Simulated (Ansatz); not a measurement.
Base system: HgS in the zinc blende structure (space group F-43m, No. 216; a = 5.9915 Å).

Computed with PBE (Ansatz, a quantum-chemistry and plane-wave program), scalar-relativistic without spin-orbit coupling, earlier PAW set.

It is then changed as follows: full substitution S → Se, then cell and atoms are relaxed.

Measured lattice parameter a: HgS 5.841 Å (room temperature; as listed in Cardona et al., arXiv (2009)); HgSe 6.085 Å (room temperature; as listed in Cardona et al., arXiv (2009)).

How well does PBE reproduce the measured shift?

With PBE the lattice parameter a moves by +0.268 Å (5.992 → 6.260) against +0.244 Å measured.

No phonon test of stability was made. The final runs are not spin-polarised.
